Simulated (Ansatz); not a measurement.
The parent structure is SbAs in the NiAs type structure (space group P6_3/mmc, No. 194; a = 3.942 Å, c = 7.301 Å; a hypothetical phase, not in the database extracts checked).

The values are results of Kohn–Sham DFT with the r2SCAN functional, run in Ansatz (a program for electronic structure) with PAW and 500 eV plane waves, no spin-orbit coupling, not measurements.

One change was made to it. Results:

| quantity | base | after |
|---|---|---|
| shortest interatomic distance | 2.918 Å | 3.011 Å |
| c/a ratio | 1.852 | 1.800 |

Which of these changes matches the shifts?
A) As → Bi
B) Sb → Te
C) Sb → Ga
D) Sb → Bi

D, Sb → Bi. For comparison, the shortest interatomic distance in the other runs: Sb → Te gives 2.972 Å; As → Bi gives 3.200 Å; Sb → Ga gives 2.703 Å.

Stability against distortions was not tested. As relaxed here, BiAs, TeAs, BiSb and GaAs are hypothetical phases, not in the database extracts checked. The final runs are not spin-polarised.
